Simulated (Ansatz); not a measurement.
Where the default PAW files enter, the runs use the earlier of Ansatz's two default sets.

Tunnelling through a barrier is set by its complex band structure: the current falls as exp(−2κd) with the smallest κ.

Data:

```yaml
crystal:
  lattice:
    - [3.85047, 0.00000, 0.00000]
    - [0.00000, 5.44538, 0.00000]
    - [1.92523, 2.72269, 1.92523]
  atoms:
    - { symbol: Li, position: [0.00000, 0.00000, 0.00000] }
    - { symbol: Br, position: [0.00000, 0.50000, 0.00000] }
```

Space group of this cell: Fm-3m, rock salt. The cell is taken as given; by PBEsol its mean pressure is -0.5 GPa.

Transport runs along the normal of the first two printed cell vectors, the (110) plane of the conventional cell.

No gap correction and no spin-orbit coupling; mid-gap values are interpolated between computed energies.

Question: Compute, with PBEsol in Ansatz (a first-principles code), the band gap and the smallest decay constant κ at mid-gap.

Answer: Gap 4.89 eV on a 16×16×16 mesh; κ = 0.312 1/Å, at the zone centre.
